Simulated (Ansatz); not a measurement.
The starting structures come from a database of crystals and need not be the phases stable at ambient conditions.

By PBEsol, the system below comes out a metal.

The ballistic (Sharvin) conductance counts the channels at the Fermi level: G/A = (e²/h) × channels of both spins per area.

Consider the following.

```xyz
2
Lattice="4.4959 0.0000 0.0000 -2.2479 3.8935 0.0000 2.2479 1.2978 1.8354" Properties=species:S:1:pos:R:3 pbc="T T T"
Ti     0.0000     0.0000     0.0000
Al     0.0000     2.5957     0.9177
```

The cell is taken as given; by PBEsol it stands under a pressure of -2.4 GPa.

The current flows along the normal of the first two printed cell vectors, the (111) plane of the conventional cell. No spin-orbit coupling; the value is a mean over 0.1 eV about the Fermi level.

Task: Give the ballistic conductance per area that PBEsol run with Ansatz (a program for electronic structure) yields.

Result: 0.90 × 10¹⁵ S/m² for both spins.
